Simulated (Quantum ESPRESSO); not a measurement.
Input and output of a self-consistent single point for CaBi2O6 (Pmn2_1, 18 atoms in the cell) (Quantum ESPRESSO).

Method: PBEsol, PseudoDojo standard norm-conserving (PBESOL) pseudopotentials (plane waves; Quantum ESPRESSO).

```
Ca(BiO3)2
1.0
    8.16907     0.00000     0.00000
    0.00000     5.91558     0.00000
    0.00000     0.00000     5.67183
Ca Bi O
2 4 12
Direct
  0.50000   0.32759   0.52178
  0.00000   0.67241   0.02178
  0.25016   0.76304   0.50415
  0.24984   0.23696   0.00415
  0.74984   0.76304   0.50415
  0.75016   0.23696   0.00415
  0.68930   0.06934   0.67956
  0.81070   0.93066   0.17956
  0.31070   0.06934   0.67956
  0.18930   0.93066   0.17956
  0.30321   0.53895   0.79641
  0.19679   0.46105   0.29641
  0.69679   0.53895   0.79641
  0.80321   0.46105   0.29641
  0.50000   0.22140   0.12675
  0.00000   0.77860   0.62675
  0.50000   0.70824   0.40182
  0.00000   0.29176   0.90182
```

Reference input (self-consistent single point, DFT, PBEsol, plane waves, PseudoDojo standard norm-conserving (PBESOL) pseudopotentials): ecutwfc = 85 Ry; occupations = smearing; smearing = fd; degauss = 0.0036749 Ry; potentials = {Ca: Ca.upf, Bi: Bi.upf, O: O.upf}; K_POINTS = automatic 2 3 3 0 0 0; conv_thr = 1e-11 Ry; mixing_beta = 0.3. This run's input differs from it in these lines:

```diff
@@ -48,3 +48,3 @@
 K_POINTS automatic
-2 3 3  0 0 0
+3 3 3  1 1 1
```

Log, with long lists cut:

```
     Self-consistent Calculation

     iteration #  1     ecut=    85.00 Ry     beta= 0.30

     total energy              =   -1202.69774501 Ry
     estimated scf accuracy    <       4.38746564 Ry

     iteration #  2     ecut=    85.00 Ry     beta= 0.30

     total energy              =   -1203.35417168 Ry
     estimated scf accuracy    <       0.22944652 Ry

     iteration #  3     ecut=    85.00 Ry     beta= 0.30

     total energy              =   -1203.38291451 Ry
     estimated scf accuracy    <       0.07785754 Ry

   [... 13 blocks of this kind left out ...]

     iteration # 17     ecut=    85.00 Ry     beta= 0.30

     total energy              =   -1203.38790141 Ry
     estimated scf accuracy    <          4.9E-11 Ry

     iteration # 18     ecut=    85.00 Ry     beta= 0.30
     End of self-consistent calculation

     the Fermi energy is     6.5662 ev

!    total energy              =   -1203.38790141 Ry
     estimated scf accuracy    <          2.9E-12 Ry
     smearing contrib. (-TS)   =      -0.00006041 Ry
     internal energy E=F+TS    =   -1203.38784100 Ry

     convergence has been achieved in  18 iterations

     Forces acting on atoms (cartesian axes, Ry/au):

     atom    1 type  1   force =     0.00000000   -0.00075547    0.00114555
     atom    2 type  1   force =     0.00000000    0.00075547    0.00114555
     atom    3 type  2   force =     0.00099558    0.00071442   -0.00049367
     atom    4 type  2   force =    -0.00099558   -0.00071442   -0.00049367
     atom    5 type  2   force =    -0.00099558    0.00071442   -0.00049367
   [... lines left out ...]

     Total force =     0.025369     Total SCF correction =     0.000004

          total   stress  (Ry/bohr**3)                   (kbar)     P=      -59.20
  -0.00039711   0.00000000   0.00000000          -58.42        0.00        0.00
   0.00000000  -0.00041002   0.00000000            0.00      -60.32        0.00
   0.00000000   0.00000000  -0.00040015            0.00        0.00      -58.86

   JOB DONE.
```

The run converged in 18 iterations. Against the reference run the free energy stays essentially unchanged (within 1 meV/atom), the pressure moves little (-5.87 to -5.92 GPa), the largest force moves little (0.233 to 0.237 eV/Å) and the gap on the mesh goes from 0.440 to 0.702 eV. The full log also holds: “c_bands:  1 eigenvalues not converged”.

The starting cell comes from a database of computed structures (which also holds hypothetical and non-ambient phases and stackings), without a prior relaxation at this level. Spin-orbit coupling is off. Another mesh or the band path of this cell gives a smaller gap, so this value is not converged in the mesh.

Cost on one core of a shared machine: roughly 10 min.
